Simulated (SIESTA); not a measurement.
**A series of runs on MgSb2 (P1, 6 atoms in the cell)**

```yaml
crystal:
  lattice:
    - [5.60991, -2.17147, 0.00000]
    - [5.60991, 2.17147, 0.00000]
    - [-2.07321, 0.00000, 6.71005]
  atoms:
    - { symbol: Mg, position: [0.35245, 0.40979, 0.21231] }
    - { symbol: Mg, position: [0.05185, 0.06939, 0.65446] }
    - { symbol: Sb, position: [0.99398, 0.96872, 0.03444] }
    - { symbol: Sb, position: [0.68923, 0.65139, 0.35811] }
    - { symbol: Sb, position: [0.35782, 0.34843, 0.61902] }
    - { symbol: Sb, position: [0.72133, 0.71894, 0.95498] }
```

Base run A: GGA PBEsol, numerical atomic orbitals TZP, PseudoDojo PBEsol standard norm-conserving potentials (rewritten from UPF to PSML) (SIESTA), self-consistent single point.

Its settings: XC.functional = GGA; XC.authors = PBEsol; potentials = PseudoDojo PBEsol standard; PAO.BasisSize = TZP; PAO.EnergyShift = 0.01 Ry; MeshCutoff = 400 Ry; kgrid.MonkhorstPack = 4 4 3; OccupationFunction = MP; OccupationMPOrder = 0; ElectronicTemperature = 0.1 eV; MaxSCFIterations = 150; SCF.Mixer.Method = Pulay; SCF.Mixer.Weight = 0.25; SCF.Mixer.History = 6; SCF.DM.Tolerance = 1.0E-05.

The starting cell comes from a database of computed structures (which also holds hypothetical and non-ambient phases and stackings), without a prior relaxation at this level. Its atoms were displaced at random from the sites of space group no. 8. Values carry the incompleteness of an atom-centred basis. In the base run, forces exceed 1 eV/Å. The run gives no clean gap (levels at the Fermi energy touch, overlap or are partly filled at this smearing), which alone does not show that the compound is a metal. Without a gap this mesh is coarse (it stands for a supercell whose shortest vector is 17 Å).

ΔF is the free energy per atom less that of run A. 

| run | ElectronicTemperature | ΔF (meV/atom) | pressure (GPa) | largest force (eV/Å) | TS (meV/atom) |
|---|---|---|---|---|---|
| A | 0.1 eV | 0.00 | -0.61 | 1.207 | 2.8 |
| B | 0.002 eV | 1.43 | -0.60 | 1.197 | 0.0 |
| C | 0.01 eV | 1.40 | -0.60 | 1.198 | 0.1 |
| D | 0.025 eV | 1.28 | -0.60 | 1.200 | 0.2 |
| E | 0.05 eV | 1.01 | -0.60 | 1.202 | 0.6 |
| F | 0.15 eV | -1.76 | -0.61 | 1.221 | 6.2 |
| G | 0.2 eV | -4.1 | -0.61 | 1.235 | 10.1 |
| H | 0.3 eV | -10.0 | -0.60 | 1.263 | 20.9 |
| I | 0.5 eV | -28.2 | -0.52 | 1.324 | 56.2 |
| J | 0.8 eV | -72.6 | -0.30 | 1.419 | 148.2 |

Run J against A: The free energy drops by 72.6 meV/atom, the pressure goes from -0.61 to -0.30 GPa and the largest force goes from 1.207 to 1.419 eV/Å.

Run B against A: The free energy rises by 1.4 meV/atom, the pressure moves little (-0.61 to -0.60 GPa) and the largest force moves little (1.207 to 1.197 eV/Å).
